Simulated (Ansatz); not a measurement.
The reference is RuSi (space group P2_13, No. 198; a = 4.7359 Å).

(Cell as relaxed with PBE.)

Levels (all Ansatz, an electronic-structure program, PAW): PBE (420 eV, scalar-relativistic without spin-orbit coupling); r2SCAN (500 eV, no spin-orbit coupling).

Each level relaxes its own structure.

| base | PBE | r2SCAN |
|---|---|---|
| volume per atom | 13.28 Å³ | 13.02 Å³ |
| lattice parameter a | 4.736 Å | 4.705 Å |
| band gap | 0.23 eV | 0.31 eV |

One thing is altered: hydrostatic tension (pressure −1 GPa).

```tsv
quantity	PBE	r2SCAN
shift of the gap caused by the change	0.00 eV	0.00 eV
band gap	0.23 eV	0.31 eV
smallest direct gap	0.34 eV	0.42 eV
shortest interatomic distance	2.394 Å	2.380 Å
```

PBE's band gap lies 0.08 eV below r2SCAN's; PBE's smallest direct gap lies 0.08 eV below r2SCAN's; PBE's shortest interatomic distance lies 0.014 Å above r2SCAN's (0.6 %); the two agree on the shift of the gap caused by the change. Neither level is exact; r2SCAN is the comparison here, not a measurement.

Load acts through the strain it causes; cell and atoms are relaxed under it. Whether these cells are dynamically stable was not tested. The zero or small gap of RuSi can change with the level of theory.
